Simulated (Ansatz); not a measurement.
InAgTe2: uniaxial strain ε_xx = −2.25 %

Take InAgTe$_{2}$ in the chalcopyrite structure (space group I-42d, No. 122; a = 6.354 Å, c = 12.637 Å) as the base. Axes: x, y, z lie along a, b, c of the conventional cell.

It is then changed as follows: the cell is compressed by 2.25 % along x with no lateral relaxation; the atoms relax in the strained cell.

The values are results of DFT with LDA, PAW potentials and a 420 eV plane-wave cutoff in Ansatz (a first-principles code), no spin-orbit coupling, not measurements. Settings: 7×7×7 k-points, 0.05 eV Fermi–Dirac smearing.

```json
[
 {"quantity": "volume per atom", "base": "31.88 Å³", "changed": "31.17 Å³", "shift": "-0.717 Å³"},
 {"quantity": "shortest interatomic distance", "base": "2.709 Å", "changed": "2.687 Å", "shift": "-0.022 Å"},
 {"quantity": "energy relative to the base (free energy F)", "base": "0 meV/atom", "changed": "+3.2 meV/atom", "shift": "+3.2 meV/atom"},
 {"quantity": "pressure (mean of the normal stresses, compression positive)", "base": "0.0 GPa", "changed": "1.2 GPa", "shift": "+1.2 GPa"},
 {"quantity": "band gap (uncertain: the edges found look like a band crossing or inverted bands; the changed cell)", "base": "zero", "changed": "0.09 eV", "shift": "–"},
 {"quantity": "stress (xx, yy, zz, yz, xz, xy; compression positive) (rough)", "base": "–", "changed": "(1.5, 1.1, 1.1, 0.0, 0.0, 0.0) GPa", "shift": "–"}
]
```

Final structure:

```
InAgTe2
1.0
   -3.10530     3.17677     6.31871
    3.10530    -3.17677     6.31871
    3.10530     3.17677    -6.31871
In Te Ag
2 4 2
Direct
  0.50032   0.50032   0.00000
  0.24968   0.74968   0.50000
  0.37500   0.36329   0.48829
  0.63478   0.12500   0.00978
  0.87500   0.88671   0.51171
  0.11522   0.62500   0.99022
  0.99970   0.99970   0.00000
  0.75030   0.25030   0.50000
```

Without a gap, meshes like the base's 7×7×7 leave anisotropic stresses uncertain by several tenths of a GPa, and small strain energies with them. Spin-orbit coupling, missing from the scalar runs, can matter with Te. Stability against distortions was not tested. All final runs are without spin polarisation. Gaps under 0.05 eV, about the width of the smearing, are given as zero. A zero or small gap of InAgTe2 can be the functional's error rather than a property of the material.
